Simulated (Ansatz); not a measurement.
**Habitual settings against a tight run: MgCoF6 (R-3, 8 atoms in the cell)**

Self-consistent single point.

```
MgCoF6
1.0
    2.44923     1.41406     4.32547
   -2.44923     1.41406     4.32547
    0.00000    -2.82813     4.32547
Mg Co F
1 1 6
Direct
  0.50000   0.50000   0.50000
  0.00000   0.00000   0.00000
  0.87361   0.24020   0.64564
  0.12639   0.75980   0.35436
  0.64564   0.87361   0.24020
  0.35436   0.12639   0.75980
  0.24020   0.64564   0.87361
  0.75980   0.35436   0.12639
```
Moments meant for the start (each program seeds them in its own way; μB, in the order of the atoms Mg Co F F F F F F): 0.0 3.0 0.0 0.0 0.0 0.0 0.0 0.0.

Computed with PBEsol, PAW files made with PBE (plane waves; Ansatz, an electronic-structure program).

Base settings: basis.ecutwfc = 420 eV; kpoints.mp_grid.grid = 7 7 7; hamiltonian.xc = pbesol; hamiltonian.pseudopotentials = {kind: paw} (the program's default PAW files); magnetization.spin_polarized = true; scf.occupations.method = gaussian; scf.occupations.width = 0.05 eV.

Tight run (finer mesh or higher cutoff; not a proven limit): basis.ecutwfc: 420 eV → 590 eV; kpoints.mp_grid.grid: 7 7 7 → 10 10 10; scf.convergence.dr2_threshold: default (1e-07 eV) → 1e-09 eV. It gave Fermi level (on the code's own zero) 2.95 eV; pressure 1.20 GPa; largest force (vector length) 0.848 eV/Å; size of the cell's spin moment 1.00 μB.

Quick runs, as changes from the base:
- A: the base itself
- B: basis.ecutwfc: 420 eV → 250 eV; kpoints.mp_grid.grid: 7 7 7 → 6 6 6; scf.occupations.method: gaussian → fermi_dirac; scf.occupations.width: 0.05 eV → 0.136 eV; scf.convergence.dr2_threshold: default (1e-07 eV) → 0.001 eV

Energies are extrapolated to zero smearing width, which holds to low order in the width alone.

The count of work is k-points × plane waves × bands × iterations; it is no time. 

Pressures in the table are Ansatz's without its Pulay estimate, at a fixed set of plane waves; the tight run's value above holds the estimate.

The starting cell comes from a database of computed structures (which also holds hypothetical and non-ambient phases and stackings), without a prior relaxation at this level. Its lattice was rescaled by a random factor within 2.5 % of one. The moments shrank to a small part of their start, a low-spin state that need not be the lowest.

```csv
run,energy less tight (meV/atom),pressure less tight (GPa),largest miss in a force vector (eV/Å),count of work / tight
A,3.4,-0.46,0.001,0.18
B,1781.2,-129.25,0.373,0.045
```

Among the runs at the tight run's level, the energy misses run from 3.4 to 1781.2 meV/atom.

Left out of this page: 4 runs of the series outside the window shown, repeating another row's setting, or not comparable.

Keys are those of Ansatz 0.2.
